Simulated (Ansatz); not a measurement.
The parent structure is Sn in the diamond structure (space group Fd-3m, No. 227; a = 6.566 Å). Axes: x, y, z lie along the cube axes.

Calculations: r2SCAN (Ansatz, a quantum-chemistry and plane-wave program; PAW; 500 eV plane waves; without spin-orbit coupling).

Strains are applied to the cell and any free atomic positions relax.

One change was made to it. Results:

The pressure (mean of the normal stresses, compression positive) goes from zero to -0.2 GPa; the shortest interatomic distance rises by 0.005 Å (2.843 Å → 2.848 Å); the band gap remains zero.

Which of these changes matches the shifts?
A) uniaxial strain ε_zz = +2.00 %
B) uniaxial strain ε_zz = +0.50 %
C) uniaxial strain ε_zz = +2.50 %
D) uniaxial strain ε_zz = +1.50 %

B, uniaxial strain ε_zz = +0.50 %. For comparison, the shortest interatomic distance in the other runs: uniaxial strain ε_zz = +2.00 % gives 2.862 Å; uniaxial strain ε_zz = +2.50 % gives 2.867 Å; uniaxial strain ε_zz = +1.50 % gives 2.858 Å.

Stability against distortions was not tested.
